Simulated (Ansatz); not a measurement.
For AlB2-type YSi2, LDA (Ansatz, an electronic-structure program, plane waves, PAW) gives:

| Quantity | Value |
|---|---|
| lattice parameter a | 4.032 Å |
| c axis length | 3.867 Å |
| bulk modulus B0 | 95.2 GPa |
| cohesive energy | 5.80 eV/atom |

### Question
What does r²SCAN in Ansatz (PAW) give for the same quantities?

### Answer

- lattice constant a: 4.068 Å (grows by 0.9 %)
- lattice parameter c: 3.999 Å (grows by 3.4 %)
- bulk modulus: 89.4 GPa (decreases by 6.1 %)
- cohesive energy: 5.03 eV/atom (falls by 0.77 eV/atom)

Changes are worked out from the printed values.

Unless a cell is named, each level is at its own relaxed cell (LDA 18.14, r²SCAN 19.10 Å³/atom).

The crystal itself was run without spin with LDA, r²SCAN; a magnetic state was not tried in these runs.

Caveats: the bulk modulus is −V dP/dV from two relaxed cells at ±2 % in volume (LDA, r²SCAN); the relaxation could not lower the start's symmetry, so the cell can be a saddle point above a distorted one (LDA, r²SCAN). Ansatz's density-functional and Hartree–Fock values are scalar-relativistic unless marked +SOC, with PAW data made under PBE.
